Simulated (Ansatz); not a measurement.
Consider CaF2 (space group Pmc2_1, No. 26; a = 3.470 Å, b = 4.105 Å, c = 5.876 Å; a cell from a computed database, its experimental status unchecked).

Levels (all Ansatz, a quantum-chemistry and plane-wave program, PAW, earlier PAW set): PBEsol (420 eV, spin-orbit coupling left out); HSE06 (420 eV, no spin-orbit coupling).

Its gap is 6.32 eV with PBEsol and 8.63 eV with HSE06.

Now apply this change: a hydrostatic pressure of 3 GPa.

With PBEsol the gap becomes 6.38 eV.

Problem. If the HSE06 correction stayed the same, what would the HSE06 gap be, and what does the HSE06 run give?

Solution. A rigid correction of +2.31 eV gives 8.69 eV. The HSE06 run gives 8.73 eV, so the correction itself changes by +0.04 eV.

Single points use the geometry relaxed with PBEsol. The hybrid gap comes from the SCF mesh plus the semilocal run's edge points and a few special points and is an upper bound. Load acts through the strain it causes; cell and atoms are relaxed under it. Stability against distortions was not tested.
